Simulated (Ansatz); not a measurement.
Base system: CdAs₂ (space group I4_122, No. 98; a = 7.951 Å, c = 4.665 Å; a cell from a computed database, its experimental status unchecked).

Levels (all Ansatz, a first-principles code, PAW): PBEsol (420 eV, no spin-orbit coupling); PBEsol+SOC (420 eV, spin-orbit coupling included).

The geometry is relaxed with PBEsol.

- PBEsol lowest conduction level above the VBM at special points: Γ 0.26 eV; Z 0.30 eV; Z₀ 0.30 eV; M 0.83 eV
- PBEsol gap character: indirect, M → Γ
- PBEsol pressure: 0.00 GPa

### Question
How does going to PBEsol+SOC change the lowest conduction level above the VBM at special points, gap character and pressure?

### Answer
The lowest conduction level above the VBM at special points changes from Γ 0.26 eV; Z 0.30 eV; Z₀ 0.30 eV; M 0.83 eV to Γ 0.26 eV; Z 0.30 eV; Z₀ 0.30 eV; M 0.82 eV; the gap character remains indirect, M → Γ; the pressure hardly moves (0.00 GPa against -0.04 GPa).

Single points use the geometry relaxed with PBEsol. The spin-orbit shifts are approximate. Whether these cells are dynamically stable was not tested. The zero or small gap of CdAs2 can change with the level of theory.
